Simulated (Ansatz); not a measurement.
Base system: KTaO$_{3}$ in the cubic perovskite structure (space group Pm-3m, No. 221; a = 3.985 Å). Axes: x, y, z lie along the cube axes.

Computed with DFT with PBEsol, PAW potentials and a 420 eV plane-wave cutoff in Ansatz (a first-principles code), no spin-orbit coupling.

Before the change:

```
Item                    Value
-------------------  --------
Volume per atom      12.66 Å³
Smallest direct gap   2.75 eV
Band gap              2.14 eV
```

It is then changed as follows: uniaxial stress, 1 GPa tension along x, with the cell and atoms free to relax against it.

Q: Predict the new volume per atom, smallest direct gap and band gap.

A: The volume per atom increases by 0.02 Å³, from 12.66 Å³ to 12.68 Å³; the smallest direct gap stays essentially unchanged (2.75 eV against 2.74 eV); the band gap is nearly the same (2.14 eV against 2.13 eV).

With Ta present, leaving out spin-orbit coupling can change the band edges. Load acts through the strain it causes; cell and atoms are relaxed under it. Beyond what the load breaks, stability against distortions was not tested.
